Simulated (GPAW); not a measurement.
Band structure of HgS (F-43m, 2 atoms in the cell).

```yaml
crystal:
  lattice:
    - [0.00000, 2.92363, 2.92363]
    - [2.92363, 0.00000, 2.92363]
    - [2.92363, 2.92363, 0.00000]
  atoms:
    - { symbol: Hg, position: [0.00000, 0.00000, 0.00000] }
    - { symbol: S, position: [0.25000, 0.25000, 0.25000] }
```

Computed with PBE, GPAW PAW datasets PBE (gpaw-data 1.0.1) (plane waves; GPAW).

Settings: mode = pw; ecut = 600 eV; xc = PBE; kpts = 13 13 13; mesh shift (steps) = 0 0 0; occupations.name = fermi-dirac; occupations.width = 0.05 eV; nbands = -6; convergence.density = 1e-05 e/electron; symmetry.symmorphic = false; symmetry.tolerance = 0.0005; maxiter = 150; bandpath_npoints = 40.

The starting cell comes from a database of computed structures (which also holds hypothetical and non-ambient phases and stackings), without a prior relaxation at this level. Its lattice was rescaled by a random factor within 2.5 % of one. Spin-orbit coupling is off. The run gives no clean gap (levels at the Fermi energy touch, overlap or are partly filled at this smearing), which alone does not show that the compound is a metal.

Levels in eV from the Fermi level, bands 9 to 16:
| point | 9 | 10 | 11 | 12 | 13 | 14 | 15 | 16 |
|---|---|---|---|---|---|---|---|---|
| Γ | -6.44 | -0.46 | -0.12 | -0.12 | -0.12 | 5.89 | 5.89 | 5.89 |
| X | -5.99 | -4.96 | -2.47 | -2.47 | 3.22 | 3.30 | 8.41 | 10.15 |
| W | -5.65 | -5.23 | -2.96 | -2.47 | 3.83 | 5.18 | 6.64 | 7.75 |
| K | -5.77 | -5.20 | -3.02 | -2.02 | 3.31 | 4.61 | 8.01 | 8.40 |
| L | -6.02 | -5.60 | -1.10 | -1.10 | 1.58 | 6.63 | 6.63 | 6.82 |
| U | -5.77 | -5.20 | -3.02 | -2.02 | 3.31 | 4.61 | 8.01 | 8.40 |

Bands cross the Fermi level along this path, so the cell is metallic at this level.
